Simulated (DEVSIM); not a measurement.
System: Schottky contact on n-type GaN, at 300 K.

Layer 1 from the left is GaN, thickness (μm) 0.310, Nd (cm⁻³) 2.3e16, τn (s) 1.1e-8, τp (s) 1.1e-8.

Left contact: Schottky, work function 5.05 eV, emission velocity 3.4e6 cm/s. Right contact: ohmic. Voltage is applied to the left contact. Recombination: SRH at mid-gap, radiative. Mobility is μmin + (μ − μmin)/(1 + (N/Nref)^α).

This is a model device: material constants are rounded textbook-type values typed into the input, and sizes, dopings and lifetimes were drawn at random. Values at 300 K.

GaN: gap (eV) 3.43, affinity (eV) 4.1, permittivity 9.5, Nc (cm⁻³) 2.3e18, Nv (cm⁻³) 4.6e19, μn (cm²/Vs) 1200, μp (cm²/Vs) 100, μn,min 55, μp,min 3, Nref,n 2e17, Nref,p 3e17, αn 1, αp 2, B (cm³/s) 1e-11.

Model (solved in DEVSIM): 1D drift-diffusion, Boltzmann statistics, complete ionisation; no tunnelling, impact ionisation, image-force lowering or self-heating. Metal contacts follow the ideal Schottky-Mott rule: no Fermi-level pinning, no interface dipoles.

What does the simulation give for the potential step across the device at zero bias, the dark forward voltage at 100 A/cm², the largest field in the device at zero bias?

potential step across the device at zero bias 0.831 V; dark forward voltage at 100 A/cm² 0.710 V; largest field in the device at zero bias 84000 V/cm.
